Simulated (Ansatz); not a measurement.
Consider F-vacancy pair (F on one host O site, one O site vacant) in alpha quartz, charge state +1. The step: one O atom jumps into the vacancy from a nearby O site (F-vacancy distance between ideal sites 2.63 → 5.06 Å); the atom moves 2.33 Å along (0.37, -0.03, -0.24) of the unit cell; the moving atom starts with neighbours Si at 1.63, Si at 1.64 Å and ends with Si at 1.59, Si at 1.68 Å. A PBE band in Ansatz (plane-wave PAW, the Γ point alone, 72 host sites, 129 SCF runs with any check of the saddle's order, static, no finite-size correction) gives a forward barrier of 3.31 eV. The saddle point's order was not checked. The charge state is imposed; whether it is stable for some Fermi level was not computed. Forms of the defect that were not tried may lie lower.

Single points at the band's start and saddle point can refine it. Rough cost of one point, in units of the band's mean SCF on the same machine:

| Level | Cost of one point |
|---|---|
| PBE, a 2×2×2 k-point mesh shifted by half a step along c | about 9 |
| r2SCAN at 500 eV, the Γ point alone | about 4 |

Problem. Which of these move the barrier by more than 0.1 eV, and how far does each move it?

Solution. PBE, a 2×2×2 k-point mesh shifted by half a step along c: +0.01 eV; r2SCAN at 500 eV, the Γ point alone: +0.38 eV. Each functional is compared with PBE at the same k-points.

Ansatz is a quantum-chemistry and plane-wave program.
